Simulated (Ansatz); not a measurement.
Consider HfN in the rock salt structure (space group Fm-3m, No. 225; a = 4.548 Å; relaxed with 0.1 eV smearing).

All numbers come from PBE in Ansatz (plane waves to 420 eV, PAW, no spin-orbit coupling).

For the base:

The pressure comes out as 0.0 GPa.

The change: every lattice vector is shortened by 2.50 %, atoms relaxed at fixed cell.

Problem. What happens to the energy relative to the base?

Solution. The energy goes up by 59 meV/atom.

Problem. What happens to the pressure?

Solution. The pressure goes from zero to 23.5 GPa.

The cells carry an imposed strain or load. Stability against distortions was not tested. All final runs are without spin polarisation. An odd electron count without spin: HfN.

Ansatz is a quantum-chemistry and plane-wave program.
